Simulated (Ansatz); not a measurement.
# How the c axis length of BeTe (model structure, started from the cinnabar type, P6₂22, No. 180, 6 atoms in the cell) moves with the method

No measured value is used here.

| level (code) | value (Å) |
|---|---|
| PBE (Ansatz) | 8.963 |
| PBEsol (Ansatz) | 8.863 |
| PBE-D3(BJ) (Ansatz) | ___ |

**Question.** What belongs in the gaps?

**Answer.** 
- PBE-D3(BJ) (Ansatz, an electronic-structure program), value (Å): 8.840

Ansatz's density-functional and Hartree–Fock values are scalar-relativistic unless marked +SOC, with PAW data made under PBE.

A model structure was made by putting elements into a prototype or built by hand; it is no filed structure, need not be a known phase, and can be a saddle point held by its symmetry.
